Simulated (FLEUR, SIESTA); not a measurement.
A FLEUR input for a self-consistent single point of BiN (P1, 4 atoms in the cell) (DFT, LDA (Perdew-Zunger), all-electron FLAPW (FLEUR), scalar-relativistic valence):

Input of the input generator:

```
BiN crystal
&input film=f /
6.6924083786 0.0000000000 -0.0000000000
0.6406284946 6.7489716609 -0.0000000000
0.1422245676 -0.0035545748 9.8481319540
1.0
1.0 1.0 1.0

4
83 0.6496600000 0.9040100000 0.9611900000
83 0.1010000000 0.3516200000 0.4597400000
7 0.6930300000 0.9495900000 0.5456800000
7 0.0652900000 0.2986500000 0.0443100000

&comp jspins=1 /
&exco xctyp='pz' /
&kpt div1=5 div2=5 div3=3 /
&end /
```

```xml
<?xml version="1.0" encoding="UTF-8" standalone="no"?>
<fleurInput fleurInputVersion="0.39">
   <comment>
      BiN crystal                                                                                         
   </comment>
   <calculationSetup>
      <cutoffs Kmax="4.4" Gmax="15.4" GmaxXC="15.4" numbands="0"/>
      <scfLoop itmax="60" minDistance="0.00001" maxIterBroyd="40" imix="Anderson" alpha="0.05" precondParam="0.0" spinf="2.0"/>
      <coreElectrons ctail="T" frcor="F" kcrel="0" coretail_lmax="0"/>
      <xcFunctional name="pz" relativisticCorrections="F"/>
      <magnetism jspins="1"/>
      <soc l_soc="F" theta="0.0" phi="0.0" spav="F"/>
      <expertModes spex="0" secvar="F"/>
      <geometryOptimization l_f="T" forcealpha="1.0" forcemix="BFGS" epsdisp="0.00001" epsforce="0.00001"/>
      <ldaU l_linMix="F" mixParam="0.05" spinf="1.0"/>
   </calculationSetup>
   <cell>
      <bzIntegration valenceElectrons="40.0" mode="hist" fermiSmearingEnergy="0.00183747">
         <kPointListSelection listName="default-1"/>
         <!-- k-points included here -->
         <xi:include xmlns:xi="http://www.w3.org/2001/XInclude" href="kpts.xml"> </xi:include>
      </bzIntegration>
      <!-- symmetry operations included here -->
      <xi:include xmlns:xi="http://www.w3.org/2001/XInclude" href="sym.xml"> </xi:include>
      <bulkLattice scale="1.0">
         <bravaisMatrix>
            <row-1>    6.6924083785999997     0.0000000000000000     0.0000000000000000</row-1>
            <row-2>    0.6406284946000000     6.7489716608999997     0.0000000000000000</row-2>
            <row-3>    0.1422245676000000    -0.0035545748000000     9.8481319539999994</row-3>
         </bravaisMatrix>
      </bulkLattice>
   </cell>
   <atomSpecies>
      <species name="Bismuth (Bi)" element="Bi" atomicNumber="83">
         <mtSphere radius="2.45" gridPoints="863" logIncrement="0.016"/>
         <atomicCutoffs lmax="10" lnonsphr="8"/>
         <electronConfig flipSpins="F">
            <coreConfig>(1s1/2) (2s1/2) (2p1/2) (2p3/2) (3s1/2) (3p1/2) (3p3/2) (4s1/2) (3d3/2) (3d5/2) (4p1/2) (4p3/2) (5s1/2) (4d3/2) (4d5/2) (5p1/2) (5p3/2) (4f5/2) (4f7/2)</coreConfig>
            <valenceConfig>(6s1/2) (5d3/2) (5d5/2) (6p1/2) (6p3/2)</valenceConfig>
            <stateOccupation state="(6p1/2)" spinUp="0.5" spinDown="0.5"/>
            <stateOccupation state="(6p3/2)" spinUp="1.0" spinDown="1.0"/>
         </electronConfig>
         <energyParameters s="6" p="6" d="6" f="5"/>
         <lo type="SCLO" l="2" n="5" eDeriv="0"/>
      </species>
      <species name="Nitrogen (N)" element="N" atomicNumber="7">
         <mtSphere radius="1.39" gridPoints="489" logIncrement="0.021"/>
         <atomicCutoffs lmax="6" lnonsphr="4"/>
         <electronConfig flipSpins="F">
            <coreConfig>(1s1/2)</coreConfig>
            <valenceConfig>(2s1/2) (2p1/2) (2p3/2)</valenceConfig>
            <stateOccupation state="(2p1/2)" spinUp="0.5" spinDown="0.5"/>
            <stateOccupation state="(2p3/2)" spinUp="1.0" spinDown="1.0"/>
         </electronConfig>
         <energyParameters s="2" p="2" d="3" f="4"/>
      </species>
   </atomSpecies>
   <atomGroups>
      <atomGroup species="Bismuth (Bi)">
         <relPos label="                   1">-.3503400000 -.0959900000 -.0388100000</relPos>
         <force calculate="T" relaxXYZ="TTT"/>
      </atomGroup>
      <atomGroup species="Bismuth (Bi)">
         <relPos label="                   2">.1010000000 .3516200000 .4597400000</relPos>
         <force calculate="T" relaxXYZ="TTT"/>
      </atomGroup>
      <atomGroup species="Nitrogen (N)">
         <relPos label="                   3">-.3069700000 -.0504100000 -.4543200000</relPos>
         <force calculate="T" relaxXYZ="TTT"/>
      </atomGroup>
      <atomGroup species="Nitrogen (N)">
         <relPos label="                   4">.0652900000 .2986500000 .0443100000</relPos>
         <force calculate="T" relaxXYZ="TTT"/>
      </atomGroup>
   </atomGroups>
   <output dos="F" band="F" slice="F">
      <checks vchk="F" cdinf="F"/>
      <bandDOS minEnergy="-.5*Htr" maxEnergy="0.5*Htr" sigma="0.015" storeEVData="T"/>
      <vacuumDOS vacdos="F" integ="F" star="F" nstars="0" locx1="0.0" locy1="0.0" locx2="0.0" locy2="0.0" nstm="0" tworkf="0.0"/>
      <unfoldingBand unfoldBand="F" supercellX="1" supercellY="1" supercellZ="1"/>
      <plotting iplot="0" polar="F">
         <plot TwoD="T" vec1="  1.0  0.0  0.0" vec2="  0.0  1.0  0.0" vec3="  0.0  0.0  1.0" zero="  0.0  0.0  0.0" file="plot"/>
      </plotting>
      <chargeDensitySlicing numkpt="0" minEigenval="0.0" maxEigenval="0.0" nnne="0" pallst="F"/>
      <specialOutput eonly="F"/>
      <magneticCircularDichroism mcd="F" energyLo="-10.0" energyUp="0.0"/>
   </output>
  <!-- We include the file relax.xml here to enable relaxations (see documentation) -->
  <xi:include xmlns:xi="http://www.w3.org/2001/XInclude" href="relax.xml"> <xi:fallback/> </xi:include>
</fleurInput>
```

**Question.** Write the same calculation as an input for SIESTA.

**Answer.** One input that does it (others would too):

```
# files in the folder: Bi.psml N.psml (PseudoDojo LDA standard)
SystemName  BiN
SystemLabel bin

NumberOfAtoms                4
NumberOfSpecies              2
%block ChemicalSpeciesLabel
  1 83 Bi
  2 7 N
%endblock ChemicalSpeciesLabel
LatticeConstant              1.0 Bohr
%block LatticeVectors
     6.692408379    0.000000000    0.000000000
     0.640628495    6.748971661    0.000000000
     0.142224568   -0.003554575    9.848131954
%endblock LatticeVectors
AtomicCoordinatesFormat      Ang
%block AtomicCoordinatesAndAtomicSpecies
     2.679557296    3.226775124    5.009152294  1
     0.511490712    1.254911600    2.395892254  1
     2.817330630    3.390341201    2.843760572  2
     0.335801577    1.066515860    0.230917444  2
%endblock AtomicCoordinatesAndAtomicSpecies

XC.functional                LDA
XC.authors                   PW92
PAO.BasisSize                DZP
PAO.EnergyShift              0.005 Ry
MeshCutoff                   400 Ry
%block kgrid.MonkhorstPack
    5   0   0  0.0
    0   5   0  0.0
    0   0   3  0.0
%endblock kgrid.MonkhorstPack
OccupationFunction           FD
ElectronicTemperature        580.23 K

MaxSCFIterations             150
SCF.Mixer.Method             Pulay
SCF.Mixer.Weight             0.1
SCF.Mixer.History            8
SCF.DM.Tolerance             1.0E-04
Diag.ParallelOverK           true
WriteForces                  true
```

Basis settings and potentials, where a program has them, do not carry over. This input uses DFT, LDA PW92, numerical atomic orbitals DZP, PseudoDojo LDA standard norm-conserving potentials (rewritten from UPF to PSML). LDA parametrisations can differ slightly between programs.

The starting cell comes from a database of computed structures (which also holds hypothetical and non-ambient phases and stackings), without a prior relaxation at this level. Its lattice was rescaled by a random factor within 2.5 % of one. For this run, on top of that: lattice scaled by 0.98.
